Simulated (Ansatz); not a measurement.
Structure of amorphous Ti20O42Sn (periodic cell):

```
CELL_PARAMETERS angstrom
      9.18539    -0.00225    -0.15261
     -0.00225     9.21699    -0.00117
     -0.15261    -0.00117     9.18934
ATOMIC_POSITIONS crystal
  Ti 0.73177 0.55540 0.49846
  Ti 0.19965 0.73964 0.86127
  Ti 0.59895 0.35092 0.78755
  Ti 0.41962 0.61996 0.60532
  Ti 0.10451 0.58685 0.13154
  Ti 0.47789 0.91337 0.46896
  Ti 0.69874 0.98920 0.70404
  Ti 0.77136 0.81605 0.01377
  Ti 0.30772 0.97050 0.10051
  Ti 0.81325 0.97020 0.31365
  Ti 0.66935 0.28434 0.31887
  Ti 0.07240 0.24226 0.22062
  Ti 0.34650 0.25933 0.51516
  Ti 0.77715 0.49486 0.08397
  Ti 0.96010 0.24801 0.52810
  Ti 0.99362 0.39002 0.85811
  Ti 0.55039 0.69537 0.22876
  Ti 0.10687 0.06086 0.76846
  Ti 0.63305 0.09103 0.04479
  Ti 0.41527 0.35951 0.11537
  O  0.31903 0.46525 0.55819
  O  0.79103 0.42455 0.88025
  O  0.13386 0.27890 0.40800
  O  0.21976 0.37130 0.14010
  O  0.91528 0.66856 0.06836
  O  0.57567 0.91174 0.00040
  O  0.99316 0.92589 0.38993
  O  0.65551 0.31832 0.11145
  O  0.63844 0.09320 0.26017
  O  0.69650 0.97162 0.49294
  O  0.00299 0.39081 0.66252
  O  0.30784 0.77159 0.50572
  O  0.88970 0.65295 0.53844
  O  0.16013 0.06850 0.17752
  O  0.09313 0.83379 0.70511
  O  0.47331 0.31693 0.33697
  O  0.43069 0.85590 0.24587
  O  0.96458 0.40453 0.11338
  O  0.72307 0.50900 0.29061
  O  0.21283 0.16216 0.65323
  O  0.42206 0.13722 0.07728
  O  0.23649 0.95664 0.90488
  O  0.89064 0.19498 0.31792
  O  0.51931 0.90951 0.67177
  O  0.60703 0.52600 0.66490
  O  0.79723 0.85766 0.81684
  O  0.11087 0.55217 0.89802
  O  0.37402 0.06859 0.43940
  O  0.67250 0.15077 0.84206
  O  0.36102 0.67333 0.78918
  O  0.76653 0.34284 0.50581
  O  0.92217 0.09510 0.64728
  O  0.73598 0.80200 0.24766
  O  0.10057 0.62064 0.31984
  O  0.21099 0.75086 0.07144
  O  0.46215 0.38417 0.91294
  O  0.56318 0.68319 0.44492
  O  0.64637 0.64537 0.03828
  O  0.82784 0.00198 0.08826
  O  0.05251 0.20353 0.90041
  O  0.42972 0.54928 0.17343
  O  0.50406 0.25184 0.63429
  Sn 0.08191 0.75838 0.49144
```

Methods: PBE, scalar-relativistic without spin-orbit coupling (Ansatz, a quantum-chemistry and plane-wave program); r2SCAN, scalar-relativistic without spin-orbit coupling (Ansatz); HSE06, scalar-relativistic without spin-orbit coupling (Ansatz). Neutral PBE cell, which sets geometry, pressure and energy: sampling: a 2×2×2 Γ-centred mesh; Fermi-Dirac width 0.02 eV; no spin polarisation. Exact exchange is cut at the faces of this 9 Å cell, which leaves hybrid gaps a finite-size error.

A CHGNet melt-quench gave the starting glass, which DFT then relaxed. O atoms were pushed apart under 1.9 Å during the dynamics, to hinder bonds among them. The hot cell started wider than the set density and was brought back towards it in steps. It is the lowest in DFT energy of 2 quenches. It is a model cell: composition and starting density were chosen by hand, and all elements were melted together. No dispersion term was used. Its density started from a set value of 3.73 and ended at 3.73 g/cm³. Cooling (nominally 240 K/ps over its main leg) ran many orders faster than in experiment, which tends to leave more defects and strain. One small periodic cell is one sample of the glass; other quenches scatter about these values. The volume was held where the preparation left it and the shape relaxed.

Task: Give the pressure, the energy against reference phases and the spacing of the highest filled and lowest empty levels.

Result: 
```json
{
 "Pressure on a 2×2×2 Γ-centred mesh": "-2.6 kbar",
 "Largest force and stress component on that mesh (the relaxation ran on the zone centre alone)": "0.17 eV/Å and 0.3 GPa",
 "Energy relative to anatase TiO2 + rutile SnO2 (lowest mix at this level among the phases computed, not always the ambient ones)": "0.132 eV/atom",
 "Level gap on a 2×2×2 Γ-centred mesh (PBE)": "2.69 eV",
 "Level gap at the zone centre (PBE)": "2.72 eV",
 "Level gap at the zone centre (r2SCAN)": "3.09 eV",
 "Level gap at the zone centre (HSE06)": "4.29 eV",
 "Distance between the nearest levels spread over more than a fifth of the atoms or a third of the atoms of their main element (six at least) (PBE, zone centre)": "2.84 eV"
}
```

Task: At PBE and the zone centre, how localised are the states just below and above the Fermi level (participation number: the atoms over which a state spreads)?

Result: The highest filled state is spread over 8.8 atoms' worth, largest on O32, with weights by element (charge in smoothed Voronoi cells) O 0.94, Ti 0.06, Sn 0.00. The lowest empty state is spread over 18.8 atoms' worth, largest on Ti13, with weights by element (charge in smoothed Voronoi cells) Ti 0.78, O 0.20, Sn 0.02.

At PBE the levels at the filled edge of the gap are localised (band-tail or defect states).

Neighbours within Ti-Ti 3.12 Å, Ti-O 2.50 Å, Ti-Sn 3.09 Å, O-O 1.58 Å, O-Sn 2.46 Å, Sn-Sn 3.06 Å count as bonded. Two cations that share two anions don't count as bonded, nor two that share one unless they lie closer than Ti-Ti 3.04 Å, Ti-Sn 3.01 Å, Sn-Sn 2.97 Å.

Added carriers, by PBE, scalar-relativistic without spin-orbit coupling run with Ansatz on the zone centre alone. Charged cells keep the cell fixed and stand in a uniform background, with no image correction, at a width of 0.01 eV; where the count is odd the moment is locked at 1 μB, unless the neutral cell bore moments. Each starts from the undistorted neutral geometry alone. PBE's self-interaction favours spread-out carriers, so it can miss traps that a hybrid finds.

Task: What happens at PBE when the cell takes an extra electron and the atoms relax?

Result: Relaxation lowers the charged cell by 0.07 eV. The largest moves are O40 0.20 Å, O52 0.10 Å, Ti15 0.10 Å, O62 0.10 Å. The level that holds the added charge spreads over 15.5 atoms' worth, most on Ti15 (weight 0.15): a carrier spread over the cell. Bonds formed: Ti15-O40. Made neutral again at that geometry, the cell lies +0.10 eV from the neutral start.

Task: What happens at PBE when the cell takes a hole and the atoms relax?

Result: Relaxation lowers the charged cell by 0.12 eV. The largest moves are Ti6 0.14 Å, O26 0.08 Å, O54 0.06 Å, O30 0.06 Å. The level that was emptied spreads over 6.7 atoms' worth, most on O32 (weight 0.33): a partly localised carrier. No bond crosses its cut-off with a change of over 0.15 Å (metal-metal contacts aside). Made neutral again at that geometry, the cell lies +0.25 eV from the neutral start.
